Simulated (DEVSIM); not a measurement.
Device: illuminated Si p-on-n cell, one wavelength, at 400 K.

Layer 1 from the left is Si, thickness (μm) 0.640, Na (cm⁻³) 2e18, τn (s) 1.1e-6, τp (s) 3.6e-6, absorption coefficient (cm⁻¹) 14000. Layer 2 from the left is Si, thickness (μm) 47.0, Nd (cm⁻³) 3.7e16, τn (s) 4.7e-6, τp (s) 4.7e-6, absorption coefficient (cm⁻¹) 14000.

Left contact: ohmic, minority electron recombination velocity 8000 cm/s. Right contact: ohmic, minority hole recombination velocity 300 cm/s. Voltage is applied to the left contact. Recombination: SRH at mid-gap, radiative, Auger. Light enters at the left, 1e18 photons cm⁻² s⁻¹, one pass, no reflection. Mobility is constant in doping.

This is a model device: material constants are rounded textbook-type values typed into the input, and sizes, dopings and lifetimes were drawn at random. Values at 300 K; Nc and Nv go as T^1.5, mobilities as T to minus their exponent, the gap by Varshni's rule with the affinity fixed.

Si: gap (eV) 1.124, affinity (eV) 4.05, permittivity 11.7, Nc (cm⁻³) 2.86e19, Nv (cm⁻³) 3.1e19, μn (cm²/Vs) 1417, μp (cm²/Vs) 470, T exponent of μn 2.3, T exponent of μp 2.2, B (cm³/s) 4.7e-15, Cn (cm⁶/s) 2.8e-31, Cp (cm⁶/s) 9.9e-32, Varshni α (eV/K) 0.000473, Varshni β (K) 636.

Simulated with DEVSIM: 1D drift-diffusion, Boltzmann statistics, complete ionisation; no tunnelling, impact ionisation, image-force lowering or self-heating.

### Question
What does the simulation give for the potential step across the device at zero bias, the share of generated pairs collected at short circuit, the largest field in the device at zero bias?

### Answer
potential step across the device at zero bias 0.743 V; share of generated pairs collected at short circuit 0.990; largest field in the device at zero bias 110000 V/cm.
